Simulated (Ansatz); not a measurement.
## A computed series for HfN: response to strain

The parent structure is HfN in the rock salt structure (space group Fm-3m, No. 225; relaxed with 0.1 eV smearing).

```xyz
2
Lattice="0.0000 2.2629 2.2629 2.2629 0.0000 2.2629 2.2629 2.2629 0.0000" Properties=species:S:1:pos:R:3 pbc="T T T"
Hf     0.0000     0.0000     0.0000
N      2.2629     2.2629     2.2629
```

Cartesian axes are those of the cell as printed.

Strains are applied to the cell and any free atomic positions relax.

Computed with r2SCAN (Ansatz, a quantum-chemistry and plane-wave program), no spin-orbit coupling.

Notes on the quantities. energy relative to the base: free energy F; pressure: mean of the normal stresses, compression positive.

```csv
change,energy relative to the base,pressure,volume per atom
base,0 meV/atom,0.0 GPa,11.59 Å³
tensor shear ε_xy = +2.00 %,+7.5 meV/atom,0.1 GPa,11.58 Å³
tensor shear ε_xy = +0.29 %,+0.2 meV/atom,0.0 GPa,11.59 Å³
tensor shear ε_xy = +1.43 %,+3.8 meV/atom,0.1 GPa,11.58 Å³
tensor shear ε_xy = +1.14 %,+2.4 meV/atom,0.0 GPa,11.59 Å³
tensor shear ε_xy = +0.86 %,+1.4 meV/atom,0.0 GPa,11.59 Å³
tensor shear ε_xy = +0.57 %,+0.6 meV/atom,0.0 GPa,11.59 Å³
tensor shear ε_xy = +1.71 %,___,0.1 GPa,11.58 Å³
```

### Question
Some entries are withheld; estimate them.

### Answer

- tensor shear ε_xy = +1.71 %, energy relative to the base: +5.5 meV/atom

Whether these cells are dynamically stable was not tested. The final runs are not spin-polarised. An odd electron count without spin: HfN.
